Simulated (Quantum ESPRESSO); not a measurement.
**Quick settings and what they miss: CaTlCl3 (Cm, 5 atoms in the cell)**

Self-consistent single point.

```xyz
5
Lattice="3.7264 -3.7279 0.0000 3.7264 3.7279 0.0000 -0.0017 0.0000 5.2687" Properties=species:S:1:pos:R:3 pbc="T T T"
Ca     3.7659     0.0000     2.7152
Tl     0.0565     0.0000     5.2544
Cl     1.8924     1.8586     2.7305
Cl     1.8924    -1.8586     2.7305
Cl     3.6740     0.0000     0.0809
```

Computed with LDA (PW92), PseudoDojo standard norm-conserving (LDA) pseudopotentials (plane waves; Quantum ESPRESSO).

Base settings: ecutwfc = 75 Ry; occupations = fixed; potentials = {Ca: Ca.upf, Tl: Tl.upf, Cl: Cl.upf}; K_POINTS = automatic 3 3 3 0 0 0; nbnd = 26; conv_thr = 1e-09 Ry.

Tight run (finer mesh or higher cutoff; not a proven limit): ecutwfc: 75 Ry → 105 Ry; conv_thr: 1e-09 Ry → 7.3e-11 Ry; K_POINTS: automatic 3 3 3 0 0 0 → automatic 5 5 5 0 0 0. It gave top of the valence band (on the code's own zero) 2.25 eV; gap on the k-point mesh 3.94 eV; pressure -1.63 GPa; largest force (vector length) 0.095 eV/Å.

Quick runs, as changes from the base:
- A: the base itself
- B: ecutwfc: 75 Ry → 42 Ry; potentials: PseudoDojo standard norm-conserving (PBESOL) [PBEsol]
- C: ecutwfc: 75 Ry → 45 Ry; occupations: fixed → smearing; nbnd: 26 → default; conv_thr: 1e-09 Ry → 7.3e-06 Ry; K_POINTS: automatic 3 3 3 0 0 0 → automatic 1 1 1 0 0 0; smearing: default → fd; degauss: default → 0.0147 Ry
- D: ecutwfc: 75 Ry → 52 Ry; K_POINTS: automatic 3 3 3 0 0 0 → automatic 4 4 4 1 1 1
- E: ecutwfc: 75 Ry → 38 Ry; K_POINTS: automatic 3 3 3 0 0 0 → automatic 2 2 2 0 0 0

Dashes: energy of B, another energy zero; gap of C, left out as unsure on this mesh or at this smearing; time of C, E, under 30 s.

Gaps are read on each run's own mesh, which may miss the band edges.

† marks runs with another functional, U, potentials or spin treatment: their distance from the tight run is not a convergence error alone.

The count of work is k-points × plane waves × bands × iterations; it is no time. Core times come from one kind of shared machine and are given to one figure; runs under 30 s give none.

The starting cell comes from a database of computed structures (which also holds hypothetical and non-ambient phases and stackings), without a prior relaxation at this level. Its lattice was rescaled by a random factor within 2.5 % of one. Spin-orbit coupling is off.

```csv
run,energy less tight (meV/atom),pressure less tight (GPa),largest miss in a force vector (eV/Å),gap on the mesh less tight (eV),count of work / tight,core time / tight (rough)
A,0.9,0.02,0.002,0.347,0.13,0.1
B†,–,-1.82,0.023,0.511,0.059,0.06
C,672.0,4.09,0.520,–,0.0039,–
D,7.8,-0.36,0.001,0.258,0.15,0.1
E,266.3,-7.93,0.028,-0.231,0.028,–
```

Among the runs at the tight run's level, the energy misses run from 0.9 to 672.0 meV/atom.

Left out of this page: 1 run of the series outside the window shown, repeating another row's setting, or not comparable.
